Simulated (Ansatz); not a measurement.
Interstitial H in diamond, relaxed from 3 sites or starts (bond centre of C and C, 1.55 Å; void with 4C nearest; bound to C, open side); at each charge the lowest end counts.

Calculation: PBE, PAW (plane waves to 420 eV; Ansatz, a program for electronic structure). Details: 64-site cell; 2×2×2 shifted k-points; host gap 4.13 eV; charged states image-corrected; energies good to tenths of an eV; flagged in the runs: for some of the defects a doubtful potential alignment, a strain field that reaches the edge of the cell.

```json
[
 {"charge": "+1", "neighbours at the lowest end (Å)": "C 1.15, C 1.15, C 1.72, C 1.73", "corrected energy + q E_VBM, against the first (eV)": "0.00"},
 {"charge": "0", "neighbours at the lowest end (Å)": "C 1.13, C 1.13", "corrected energy + q E_VBM, against the first (eV)": "1.09"},
 {"charge": "−1", "neighbours at the lowest end (Å)": "C 1.16, C 1.16", "corrected energy + q E_VBM, against the first (eV)": "4.26"}
]
```

Charges from +1 to −1 were run. The lines E(q) + q E_F give the stable charge, which changes above the valence-band maximum at (+1/0) at 1.09 eV; (0/−1) at 3.17 eV.
